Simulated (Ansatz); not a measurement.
Data:

```yaml
crystal:
  lattice:
    - [-1.73754, 1.73754, 2.10311]
    - [1.73754, -1.73754, 2.10311]
    - [1.73754, 1.73754, -2.10311]
  atoms:
    - { symbol: Hf, position: [0.00000, 0.00000, 0.00000] }
    - { symbol: H, position: [0.25000, 0.75000, 0.50000] }
    - { symbol: H, position: [0.75000, 0.25000, 0.50000] }
```

These are PBEsol, DFPT electron-phonon coupling, linearised Boltzmann equation (plane waves, PAW, scalar-relativistic; Ansatz, an electronic-structure program) values and carry that method's errors. Cell: relaxed with this functional, without spin-orbit coupling.

Q: Estimate the phonon-limited resistivity at 300 K, by direction if it differs.

A: 11.5 (x), 11.5 (y), 11.0 (z) μΩ·cm.

Q: How long is the mean free path there?

A: 17.8 (x), 17.8 (y), 18.3 (z) nm, weighted by the current that each state carries. Wires not much wider than this gain resistivity from their walls.

A metal at this level (no band gap). Only scattering by harmonic phonons is included (no impurities, grain boundaries, electron-electron scattering or thermal expansion). Spin-orbit coupling is left out, which matters with elements this heavy. Halving the electron mesh (32x32x32) moves the resistivity by up to 9 % at 300 K, the mean free path by up to 4 %. Smearing 0.20 eV; phonons on a 6x6x6 q mesh, which this run doesn't test.

Formula and space group known from diffraction (Crystallography Open Database), not checked to be the room-temperature form: HfH2 (I4/mmm).
